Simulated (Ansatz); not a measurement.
O on the 1x1 (100) surface of fcc Cu, one in a 1x1 cell, started at the site 'top Cu'

The numbers are results of PBE (plane waves to 420 eV, PAW; Ansatz, a program for electronic structure), not measurements.

Model: 5-atom slab, 5.3 Å thick at the start under the adsorbate (thin: gaps and levels are the slab's own), 12x12x1 mesh, Fermi-Dirac 0.1 eV, dipole correction, 2 atoms held, the rest relaxed; held to the start's symmetry, so lower structures may exist; spin-polarised, no spin-orbit, no U, no dispersion correction. At the end it is bonded to Cu. In PBE this state lies 1.43 eV over the lowest of the starts that converged ('hollow Cu-Cu-Cu-Cu over Cu at depth 1.8 Å').

| Property | Value |
|---|---|
| adsorption energy against ½ O2(g) | 0.83 eV |
| work function of the top face | 8.61 eV |
| change of the work function | 4.07 eV |
| change of the step from the bottom to the top vacuum level, against the clean slab | 4.08 eV |
| energy released by relaxation | 0.31 eV |
| height of the binding atom over the mean of the host atoms within 0.3 Å of the top one | 3.335 bohr |
| magnetic moment of the cell | 1.43 μB |
| nearest host atoms of the binding atom | Cu at 1.76 Å, Cu at 4.03 Å, Cu at 5.42 Å |
| largest move of a host atom | 0.07 Å |
| cost | around 5 core-minutes (rough) |

A negative adsorption energy means that the adsorbate is more stable on the surface than in its reference.
